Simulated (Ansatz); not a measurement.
**Free triangular strip chain of Ta atoms**

All values below come from PBE (plane waves to 420 eV, PAW; Ansatz, an electronic-structure program). Mesh 1×1×116. Collinear spin, started with parallel moments, which vanish. One-dimensional cell, images about 11 Å apart. A hypothetical model. Symmetry and one short period hold its shape; lower forms weren't sought. Pairing along the axis, which can open a gap, is among the distortions not tried. Values not marked SOC lack spin–orbit coupling.

```
Quantity                                                                                                            Result
--------------------------------------------------------------------  ----------------------------------------------------
period along the axis (2 atoms)                                                                                    2.736 Å
PBE gap                                                                                               none (under 0.01 eV)
crossings of the Fermi level between Γ and the zone edge (49 points)  3, each for both spins (ideal conductance 3 × 2e²/h)
```

```
CELL_PARAMETERS angstrom
     13.50000     0.00000     0.00000
      0.00000    11.00000     0.00000
      0.00000     0.00000     2.73650
ATOMIC_POSITIONS crystal
  Ta 0.42224 0.50000 0.00000
  Ta 0.57776 0.50000 0.50000
```
